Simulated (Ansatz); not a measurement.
Surface energy of faces of fcc Al in PBE and in LDA, in Ansatz (plane waves, PAW). Symmetric slabs relaxed with PBE from ideal cuts in 1x1 cells (the lowest computed cut and spin start of each face; real faces may reconstruct in larger cells); LDA values are single points on them, with the bulk at the same level. No spin-orbit coupling, no U.

```json
[
 {"face": "(100)", "PBE (J/m²)": "0.92", "LDA (J/m²)": "1.08"},
 {"face": "(110)", "PBE (J/m²)": "0.98", "LDA (J/m²)": "1.16"},
 {"face": "(111)", "PBE (J/m²)": "0.82", "LDA (J/m²)": "0.99"},
 {"face": "(210)", "PBE (J/m²)": "1.01", "LDA (J/m²)": "1.20"},
 {"face": "(211)", "PBE (J/m²)": "0.97", "LDA (J/m²)": "1.15"},
 {"face": "(221)", "PBE (J/m²)": "0.94", "LDA (J/m²)": "1.11"},
 {"face": "(310)", "PBE (J/m²)": "1.02", "LDA (J/m²)": "1.20"},
 {"face": "(311)", "PBE (J/m²)": "0.96", "LDA (J/m²)": "?"},
 {"face": "(320)", "PBE (J/m²)": "1.02", "LDA (J/m²)": "1.21"}
]
```

Question: Fit a straight line y = a·x + b by least squares to the 8 complete rows (x: PBE (J/m²); y: LDA (J/m²)).

Answer: the means are x̄ = 0.9600 and ȳ = 1.1375; Σ(x − x̄)² = 0.031800 and Σ(x − x̄)(y − ȳ) = 0.035300, so a = 1.110 and b = ȳ − a·x̄ = 0.072. The largest residual is 0.013.

Question: What does the line predict for the withheld row, (311), and what did the calculation give?

Answer: the line gives 1.14; the calculation gave 1.15, a miss of 0.01, of the size of the fitted rows' scatter and rounding.

Ansatz is a program for electronic structure.
